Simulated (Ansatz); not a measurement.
**SrTiO3: pressure series**

The parent structure is SrTiO3 in the cubic perovskite structure (space group Pm-3m, No. 221).

Space group Pm-3m (No. 221); a = b = c = 3.936 Å, α = β = γ = 90.00°

| atom | site | symmetry | x | y | z |
|---|---|---|---|---|---|
| Sr | 1a | m-3m | 0.0000 | 0.0000 | 0.0000 |
| Ti | 1b | m-3m | 0.5000 | 0.5000 | 0.5000 |
| O | 3c | 4/mm.m | 0.0000 | 0.5000 | 0.5000 |

Cell and atoms are relaxed at each pressure.

The values are results of PBE/PAW in Ansatz (an electronic-structure program), no spin-orbit coupling, not measurements.

```json
[
 {"case": "base", "lattice parameter a": "3.936 Å", "band gap": "1.84 eV"},
 {"case": "pressure −2 GPa", "lattice parameter a": "3.952 Å", "band gap": "[?]"},
 {"case": "pressure −1 GPa", "lattice parameter a": "3.944 Å", "band gap": "1.83 eV"},
 {"case": "pressure 0.3 GPa", "lattice parameter a": "3.934 Å", "band gap": "1.85 eV"},
 {"case": "pressure 0.7 GPa", "lattice parameter a": "3.931 Å", "band gap": "1.85 eV"},
 {"case": "pressure 1.5 GPa", "lattice parameter a": "3.925 Å", "band gap": "1.86 eV"},
 {"case": "pressure 5 GPa", "lattice parameter a": "3.900 Å", "band gap": "1.89 eV"},
 {"case": "pressure 7.5 GPa", "lattice parameter a": "3.884 Å", "band gap": "1.92 eV"},
 {"case": "pressure 10 GPa", "lattice parameter a": "3.868 Å", "band gap": "[?]"}
]
```

### Question
Fill in the withheld entries from the trend.

### Answer

- pressure −2 GPa, band gap: 1.82 eV
- pressure 10 GPa, band gap: 1.94 eV

Load acts through the strain it causes; cell and atoms are relaxed under it. No phonon test of stability was made. No other phases were tried under pressure. The final runs are not spin-polarised. Many cubic perovskites are stable only at high temperature; tilts and polar distortions were not tested.
